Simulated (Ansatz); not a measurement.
**BN: biaxial strain −1.67 %, plane normal [111], relaxed out of plane**

Start from BN in the zinc blende structure (space group F-43m, No. 216; a = 3.5805 Å). Axes: x, y, z lie along the cube axes.

Modification: biaxial strain −1.67 %, plane normal [111], relaxed out of plane (Cartesian); in-plane vectors clamped, the third vector and the atoms free.

The values are results of LDA (Ansatz, a first-principles code; PAW; 420 eV plane waves; no spin-orbit coupling), not measurements. Settings: 16×16×16 k-points, 0.05 eV Fermi–Dirac smearing.

| quantity | base | changed | shift |
|---|---|---|---|
| shortest interatomic distance | 1.550 Å | 1.529 Å | -0.021 Å |
| energy relative to the base (free energy F) | 0 meV/atom | +12 meV/atom | +12 meV/atom |
| pressure (mean of the normal stresses, compression positive) | -0.01 GPa | 13.30 GPa | +13.301 GPa |
| band gap | 4.39 eV | 4.37 eV | -0.025 eV |
| gap character | – | indirect, Γ → F | – |
| smallest direct gap | 8.83 eV | 8.51 eV | -0.32 eV |
| valence-band top at Γ (three highest levels, from the VBM) | 0.00, 0.00, 0.00 eV | 0.00, 0.00, -0.15 eV | – |
| out-of-plane strain | – | +0.28 % | – |
| ratio −ε⊥/ε∥ | – | 0.17 | – |
| mean in-plane stress (compression positive) | – | +19.9 GPa | – |

Final structure (turned so that z lies along the plane normal):

```xyz
2
Lattice="2.4895 0.0000 0.0000 1.2448 2.1560 0.0000 1.2448 -0.7187 2.0730" Properties=species:S:1:pos:R:3 pbc="T T T"
B      0.0000     0.0000     0.0015
N      2.4895     0.0000     1.5532
```

Stability against distortions was not tested. Labels are those of the standard path for the cell's own space group.
